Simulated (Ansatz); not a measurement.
**How the elastic constant C33 of AlB2-type MgB2 moves with the method**

No measured value is used here.

```tsv
level (code)	value (GPa)	cell (Å³/atom)
LDA (Ansatz)	280	9.19
PBE (Ansatz)	265	9.62
PBEsol (Ansatz)	267	9.48
r²SCAN (Ansatz)	[?]	9.55
```

Some entries are withheld; supply them.


- r²SCAN (Ansatz, a first-principles code), value (GPa): 284

Each level is taken at its own relaxed cell. Cutoffs differ between the levels. Ansatz's density-functional and Hartree–Fock values are scalar-relativistic unless marked +SOC, with PAW data made under PBE.
